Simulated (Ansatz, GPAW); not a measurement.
A GPAW input for a self-consistent single point of NiSi2 (Fm-3m, 3 atoms in the cell) (DFT PBE, plane waves, GPAW PAW datasets PBE (gpaw-data 1.0.1)):

```python
from ase import Atoms
from ase.units import GPa
from gpaw import GPAW

atoms = Atoms(['Si', 'Si', 'Ni'],
              cell=[[0.000000, 2.736378, 2.736378],
                    [2.736378, 0.000000, 2.736378],
                    [2.736378, 2.736378, 0.000000]],
              positions=[[1.368189, 1.368189, 1.368189],
                         [4.104567, 4.104567, 4.104567],
                         [0.000000, 0.000000, 0.000000]],
              pbc=True)

calc = GPAW(mode={'name': 'pw', 'ecut': 800},
            xc='PBE',
            kpts={'size': (14, 14, 14), 'gamma': True},
            occupations={'name': 'fermi-dirac', 'width': 0.05},
            nbands=-9,
            symmetry={'symmorphic': False, 'tolerance': 0.0005},
            maxiter=150)

atoms.calc = calc

energy = atoms.get_potential_energy()
print('Energy (eV):', round(energy, 6))
forces = atoms.get_forces()
print('Forces (eV/Ang):')
print(forces.round(5))
stress = atoms.get_stress()
print('Stress (GPa, Voigt):', (stress / GPa).round(4))
```

### Question
Write the same calculation as an input for Ansatz (a program for electronic structure).

### Answer
One input that does it (others would too):

Ansatz 0.2 input:
```yaml
crystal:
  lattice:
    - [0.00000000, 2.73637800, 2.73637800]
    - [2.73637800, 0.00000000, 2.73637800]
    - [2.73637800, 2.73637800, 0.00000000]
  atoms:
    - { symbol: Si, position_ang: [1.36818900, 1.36818900, 1.36818900] }
    - { symbol: Si, position_ang: [4.10456700, 4.10456700, 4.10456700] }
    - { symbol: Ni, position_ang: [0.00000000, 0.00000000, 0.00000000] }
basis:
  ecutwfc: 420.0
kpoints:
  mp_grid:
    grid: [14, 14, 14]
hamiltonian:
  xc: pbe
  pseudopotentials:
    kind: paw
scf:
  occupations:
    method: fermi_dirac
    width: 0.05
output:
  forces: true
  eigenvalues: true
  stress: true
```

Basis, cutoffs, solver keys and any potentials are the target program's own. This input uses DFT, PBE, plane waves, default PAW files. Both were run: pressure -0.91 GPa in GPAW and -2.06 in Ansatz. Ansatz's pressure is the one without its finite-basis correction.

On Ansatz: the starting cell has typed, rounded lattice constants, without a prior relaxation at this level. Its lattice was rescaled by a random factor within 2.5 % of one. Spin polarisation is off.

On GPAW: the starting cell has typed, rounded lattice constants, without a prior relaxation at this level. Its lattice was rescaled by a random factor within 2.5 % of one. Spin polarisation is off.
